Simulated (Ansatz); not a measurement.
## Ag2O (space group Pn-3m, No. 224)

Space group Pn-3m, origin choice 1 (No. 224); a = 4.7067 Å, b = 4.7067 Å, c = 4.7067 Å, α = 90.00°, β = 90.00°, γ = 90.00°

```tsv
atom	site	symmetry	x	y	z
Ag	4c	.-3m	0.7500	0.7500	0.7500
O	2a	-43m	0.0000	0.0000	0.0000
```

The values are results of PBEsol in Ansatz (plane waves to 420 eV, PAW, without spin-orbit coupling), not measurements. Settings: 7×7×7 k-points, 0.05 eV Fermi–Dirac smearing.

Volume per atom: 17.38 Å³
Density: 7.38 g/cm³
Band gap: zero
Total energy: -5200.968 eV/atom (σ→0; compares only within this code and set-up)

No phonon test of stability was made. No Hubbard U is applied, and correlation can decide whether such a compound is a metal. The final runs are not spin-polarised. The zero or small gap of Ag2O can change with the level of theory.

Ansatz is a first-principles code.
